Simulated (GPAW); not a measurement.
Troubleshooting GPAW: a failed run on MgAl2Sb2 (P-3m1, 5 atoms in the cell). The aim is a self-consistent single point with DFT PBEsol, plane waves, GPAW PAW datasets PBEsol (made by gpaw-setup).

Cell that was meant: a = 4.6038 Å, b = 4.6038 Å, c = 7.0863 Å, α = 90.00°, β = 90.00°, γ = 120.00°.

Part of the input:

```python

calc = GPAW(mode={'name': 'pw', 'ecut': 800},
            xc='PBEsol',
            setups={'Al': 'pv'},
            kpts={'size': (6, 6, 3), 'gamma': True},
            occupations={'name': 'fermi-dirac', 'width': 0.1},
            nbands=-9,
```

Output, abridged:

```
Input parameters:
  convergence: {density: 1e-05,
                energy: 1e-05}
  kpts: {gamma: True,
         size: (6, 6, 3)}
  maxiter: 120
  mode: {ecut: 800,
         name: pw}
  nbands: -9
  occupations: {name: fermi-dirac,
                width: 0.1}
  setups: {Al: pv}
  symmetry: {symmorphic: False,
             tolerance: 0.0005}
  xc: PBEsol

Traceback (most recent call last):
   [... frames left out ...]
FileNotFoundError: Could not find required PAW dataset file "Al.pv.PBEsol".

You need to set the GPAW_SETUP_PATH environment variable to point to
the directories where PAW dataset and basis files are stored.  See
https://gpaw.readthedocs.io/install.html#install-paw-datasets
for details.
```

**Question.** Read the log: what does the program object to, and what is the fix?

**Answer.** The fault is a potential or basis that cannot be found. The input names a file or set that is not where the program looks, or that does not exist under that name. To fix it, correct the name or place the file. The program stopped before any SCF iteration.

The sound input it was made from differs as follows (other fixes are possible):
```diff
-            setups={'Al': 'pv'},
```

With that input, the run converged in 22 iterations: free energy E − TS (from the program's reference atoms) -19.5748 eV; Fermi level (on the code's own zero) 5.54 eV; pressure -1.68 GPa; largest force (vector length) 0.041 eV/Å (DFT PBEsol, plane waves, GPAW PAW datasets PBEsol (made by gpaw-setup)).

On the sound input: the starting cell comes from a database of computed structures (which also holds hypothetical and non-ambient phases and stackings), without a prior relaxation at this level. Spin-orbit coupling is off. The run gives no clean gap (levels at the Fermi energy touch, overlap or are partly filled at this smearing), which alone does not show that the compound is a metal.
